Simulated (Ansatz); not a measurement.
Input and output of a relaxation of the atoms for ZnNi (P4mm, 2 atoms in the cell) (Ansatz, an electronic-structure program).

Method: LDA (PW92), default PAW files made with PBE (plane waves; Ansatz).

The change in words: one atom moved by 0.15 angstrom; relax: default → atoms; relax.f_tol: default → 0.002 eV/Å. Reference geometry:
```
CELL_PARAMETERS angstrom
      2.88046     0.00000     0.00000
      0.00000     2.88046     0.00000
      0.00000     0.00000     2.88046
ATOMIC_POSITIONS crystal
  Zn 0.50000 0.50000 0.50000
  Ni 0.00000 0.00000 0.00000
```

Reference input (self-consistent single point, DFT, LDA (PW92), plane waves, default PAW files made with PBE): basis.ecutwfc = 30.9 Ry; kpoints.mp_grid.grid = 11 11 11; hamiltonian.xc = lda; hamiltonian.pseudopotentials = {kind: paw} (the program's default PAW files); scf.occupations.method = gaussian; scf.occupations.width = 0.0073 Ry. This run's input differs from it in these lines:

```diff
@@ -6,3 +6,3 @@
   atoms:
-    - { symbol: Zn, position: [0.500000, 0.500000, 0.500000] }
+    - { symbol: Zn, position: [0.500000, 0.500000, 0.552075] }
     - { symbol: Ni, position: [0.000000, 0.000000, 0.000000] }
@@ -17,2 +17,4 @@
   occupations: { method: gaussian, width: 0.0073 Ry }
+relax:
+  f_tol: 0.002
 output:
```

Log, with long lists cut:

```
   [... SCF lines of the steps left out ...]
relax step   1: F+E_penalty+E_count = -9020.06444948 eV  Δ(F+E_penalty+E_count) = +0.000e0 eV  max|allowed force component| = 8.175e-1 eV/Å  Δτ_max = 0.0000 Å  (6 SCF iters, dr2 threshold 1.00e-7 eV, accepted)
relax step   2: F+E_penalty+E_count = -9020.09416224 eV  Δ(F+E_penalty+E_count) = -2.971e-2 eV  max|allowed force component| = 5.886e-1 eV/Å  Δτ_max = 0.0211 Å  (6 SCF iters, dr2 threshold 4.18e-5 eV, accepted)
relax step   3: F+E_penalty+E_count = -9020.12591236 eV  Δ(F+E_penalty+E_count) = -3.175e-2 eV  max|allowed force component| = 3.777e-3 eV/Å  Δτ_max = 0.0535 Å  (6 SCF iters, dr2 threshold 2.17e-5 eV, accepted)
relax step   4: F+E_penalty+E_count = -9020.12591237 eV  Δ(F+E_penalty+E_count) = -7.392e-9 eV  max|allowed force component| = 3.838e-3 eV/Å  Δτ_max = 0.0000 Å  (6 SCF iters, accepted)
relax step   5: F+E_penalty+E_count = -9020.12591371 eV  Δ(F+E_penalty+E_count) = -1.345e-6 eV  max|allowed force component| = 3.598e-5 eV/Å  Δτ_max = 0.0004 Å  (7 SCF iters, accepted)
the relaxation is at rest under the 8 symmetry operations that the run kept from its start: a minimum is not shown …
Stability not checked: this state was not tested for a lower state beside it, because too few of the mixer's solves of this state at the end of the SCF gave a …
Free energy (F): -9020.125914 eV
Internal energy: -9020.118017 eV  (E = F + TS)
E sigma→0 (E₀):  -9020.121965 eV
Entropy (-TS):   -0.007896 eV (-3.948 meV/atom)
Fermi energy:    14.783088 eV
--- Forces (eV/Å), atoms counted from 1 ---
  atom   1  Zn    -0.00000000     0.00000000     0.00003650
   [... lines left out ...]
  The stress holds the Pulay correction. Without it, at fixed plane waves, as pw.x and ABINIT print it: P = -12.4560 GPa
--- Relaxed structure (5 steps of the walk, 5 accepted, 0 SCFs on fresh bases) ---
  F+E_penalty+E_count = -9020.12591371 eV   max|allowed force component| = 3.598e-5 eV/Å
  atoms:
    - { symbol: Zn, position: [0.5, 0.5, 0.5260363798894102] }
    - { symbol: Ni, position: [4.467647726661226e-86, 0.0, 0.02603862011058979] }
```

The run converged.  The full log also holds: “iter 4 did not close the SCF: its close was put off for the readings that it lacked (scf_convergence_deferred on its scf_iter line)”. The full log also holds: “iter 5 did not close the SCF: its close was put off for the readings that it lacked (scf_convergence_deferred on its scf_iter line)”.

Summary of the result:
| Item | Value |
|---|---|
| Free energy E − TS (on the zero of these files) | -9020.1259 eV |
| Fermi level (on the code's own zero) | 14.78 eV |
| Pressure | -12.36 GPa |
| Relaxation steps | 5 |

The starting cell comes from a database of computed structures (which also holds hypothetical and non-ambient phases and stackings), without a prior relaxation at this level. Its lattice was rescaled by up to half a per cent. For this run, on top of that: one atom moved by 0.15 angstrom. Spin polarisation is off. The relaxation keeps the symmetry of its start, so its end need not be a minimum. Ansatz's pressure includes its estimate of the finite-basis (Pulay) stress.

Keys are those of Ansatz 0.2.
